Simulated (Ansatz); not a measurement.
ZnS: response to strain

Base system: ZnS in the zinc blende structure (space group F-43m, No. 216; a = 5.3891 Å). Axes: x, y, z lie along the cube axes.

Strains are applied to the cell and any free atomic positions relax.

Level of theory: Kohn–Sham DFT with the r2SCAN functional, run in Ansatz (a first-principles code) with PAW and 500 eV plane waves, without spin-orbit coupling.

Notes on the quantities. energy relative to the base: free energy F; pressure: mean of the normal stresses, compression positive.

```csv
variant,band gap,shortest interatomic distance,energy relative to the base,pressure
base,2.70 eV,2.334 Å,0 meV/atom,0.00 GPa
tensor shear ε_xy = +2.00 %,2.56 eV,2.325 Å,+4.9 meV/atom,0.01 GPa
tensor shear ε_xy = +0.86 %,2.65 eV,2.330 Å,+0.9 meV/atom,0.00 GPa
tensor shear ε_xy = +0.57 %,2.67 eV,2.331 Å,+0.4 meV/atom,0.00 GPa
tensor shear ε_xy = +1.43 %,2.61 eV,2.328 Å,+2.5 meV/atom,0.01 GPa
tensor shear ε_xy = +1.14 %,2.63 eV,2.329 Å,+1.6 meV/atom,0.00 GPa
tensor shear ε_xy = +0.29 %,2.69 eV,2.332 Å,+0.1 meV/atom,0.00 GPa
tensor shear ε_xy = +1.71 %,2.59 eV,2.326 Å,+3.6 meV/atom,0.01 GPa
```

No phonon test of stability was made.
